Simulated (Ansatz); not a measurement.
Band structure of BeS (F-43m, 2 atoms in the cell).

```
CELL_PARAMETERS angstrom
      0.00000     2.39594     2.39594
      2.39594     0.00000     2.39594
      2.39594     2.39594     0.00000
ATOMIC_POSITIONS crystal
  Be 0.00000 0.00000 0.00000
  S  0.75000 0.75000 0.75000
```

Method of the run: PBE, PAW files (plane waves; Ansatz, a first-principles code).

Settings: basis.ecutwfc = 420 eV; kpoints.mp_grid.grid = 8 8 8; hamiltonian.xc = pbe; hamiltonian.pseudopotentials = {kind: paw} (the program's default PAW files); scf.occupations.method = fixed; kpoints.band_path.npoints = 8.

The starting cell comes from a database of computed structures (which also holds hypothetical and non-ambient phases and stackings), without a prior relaxation at this level. Its lattice was rescaled by a random factor within 2.5 % of one.

Problem. Predict the gap along the standard path and the places of the band edges.

Solution. The gap along the path is 3.03 eV, from Γ to X; the smallest direct gap on it is 5.63 eV.

Levels in eV from the top of the valence band on the path, bands 1 to 7:
```json
[
 {"point": "Γ", "1": "-13.94", "2": "0.00", "3": "0.00", "4": "0.00", "5": "5.63", "6": "5.63", "7": "5.63"},
 {"point": "X", "1": "-11.65", "2": "-5.20", "3": "-2.77", "4": "-2.77", "5": "3.03", "6": "4.87", "7": "13.02"},
 {"point": "W", "1": "-11.59", "2": "-4.39", "3": "-4.06", "4": "-3.52", "5": "6.49", "6": "8.05", "7": "8.57"},
 {"point": "K", "1": "-11.66", "2": "-4.72", "3": "-4.30", "4": "-2.30", "5": "4.31", "6": "7.54", "7": "10.69"},
 {"point": "L", "1": "-12.23", "2": "-6.02", "3": "-1.08", "4": "-1.08", "5": "5.60", "6": "6.53", "7": "6.53"},
 {"point": "U", "1": "-11.66", "2": "-4.72", "3": "-4.30", "4": "-2.30", "5": "4.31", "6": "7.54", "7": "10.69"}
]
```

Keys are those of Ansatz 0.2.
